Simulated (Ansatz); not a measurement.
Consider Re in the hcp (Mg type) structure (space group P6_3/mmc, No. 194; a = 2.7577 Å, c = 4.4625 Å). Axes: x lies along a and z along c of the hexagonal cell.

Method: plane-wave PAW DFT at the r2SCAN level (Ansatz, an electronic-structure program, 500 eV), scalar-relativistic without spin-orbit coupling, earlier PAW set.

Before the change:

| Quantity | Value |
|---|---|
| Shortest interatomic distance | 2.741 Å |
| Band gap | zero |

The change: a free-standing slab of 2 layers (2 atoms, 1 a layer) is cut normal to the z axis, with 15 Å of vacuum and the in-plane cell held at bulk.

**Question.** How does this affect the excess energy per area of both faces, shortest interatomic distance and band gap?

**Answer.** The excess energy per area of both faces (slab less bulk energy over the cell's area: twice a surface energy) comes out as 5.49 J/m² (uncertain by up to 0.05 J/m²); the shortest interatomic distance drops by 0.164 Å to 2.577 Å; the band gap remains zero.

Slab and bulk use different k-meshes, which limits the precision of the excess energy. No phonon test of stability was made. All final runs are without spin polarisation.
